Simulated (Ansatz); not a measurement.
The parent structure is CdS in the wurtzite structure (space group P6_3mc, No. 186; a = 4.124 Å, c = 6.708 Å). Axes: x lies along a and z along c of the hexagonal cell.

The values are results of PBEsol (Ansatz, an electronic-structure program, PAW, spin-orbit coupling left out), not measurements.

Modification: an isotropic linear strain of +3.00 %; the atoms relax in the strained cell.

Q: Predict the stress tensor and what it implies for the stiffness.

A: Stress of the strained cell less that of the base (GPa, compression positive):
```
  -4.43    0.00    0.00
   0.00   -4.43    0.00
   0.00    0.00   -4.42
```

Then B = −ΔP/(ΔV/V₀) with ΔV/V₀ = 0.0927 gives secant stiffness values (nonlinear terms included at this strain): B (at held cell shape, above the free-shape value) ≈ 48 GPa.

As a check, the harmonic strain energy −½ V₀ Δσ:ε is 31 meV/atom; the computed energy rise is 34 meV/atom.

Stability against distortions was not tested.
